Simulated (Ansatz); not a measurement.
Results of r²SCAN0 (PAW; Ansatz, an electronic-structure program) for GeSiC2 (model structure, started from the AlGaN2 type, P-4m2, No. 115, 4 atoms in the cell).

Numerical settings: plane-wave cutoff 520 eV, 8×8×6 k mesh (along the axes of the cell as run), Fermi–Dirac smearing 0.01 eV, scalar-relativistic PAW data made under PBE.

Cell (relaxed with PBEsol):

```xyz
4
Lattice="3.1558 0.0000 0.0000 0.0000 3.1558 0.0000 0.0000 0.0000 4.4531" Properties=species:S:1:pos:R:3 pbc="T T T"
Ge     1.5779     1.5779     2.2266
Si     0.0000     0.0000     0.0000
C      1.5779     0.0000     3.4006
C      0.0000     1.5779     1.0525
```

Problem. Predict the band gap and smallest direct gap on the k points sampled.

Solution. 
* **band gap**: 3.20 eV (on the SCF k mesh) (indirect)
* **smallest direct gap on the k points sampled**: 3.53 eV

Note: the relaxation could raise the start's symmetry but not lower it, so the cell can be a saddle point; cell and atoms aren't relaxed at this level (largest force component 0.08 eV/Å, pressure -3.2 GPa).

Spin–orbit coupling is not included.

Cost on a shared machine: around 3 core-minutes (rough).

A model structure was made by putting elements into a prototype or built by hand; it is no filed structure, need not be a known phase, and can be a saddle point held by its symmetry.
